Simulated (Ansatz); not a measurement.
The starting structures come from a database of crystals and need not be the phases stable at ambient conditions.

 Where the default PAW files enter, the runs use the earlier of Ansatz's two default sets.

By PBEsol, the system below comes out a metal.

Without scattering a metal conducts by its projected Fermi surface.

```
Cu
1.0
    2.53410     0.00000     0.00000
   -1.26705     2.19459     0.00000
    0.00000     0.00000     4.11257
Cu
2
Direct
  0.33333   0.66667   0.25000
  0.66667   0.33333   0.75000
```

Space group of this cell: P6_3/mmc, hcp (Mg type). The cell is taken as given; by PBEsol its mean pressure is -1.7 GPa.

The current flows along the normal of the first two printed cell vectors, the (001) plane of the conventional cell. No spin-orbit coupling; the value is a mean over 0.1 eV about the Fermi level.

Compute, with PBEsol run with Ansatz (a first-principles code), the ballistic conductance per area.

1.1 × 10¹⁵ S/m² for both spins.
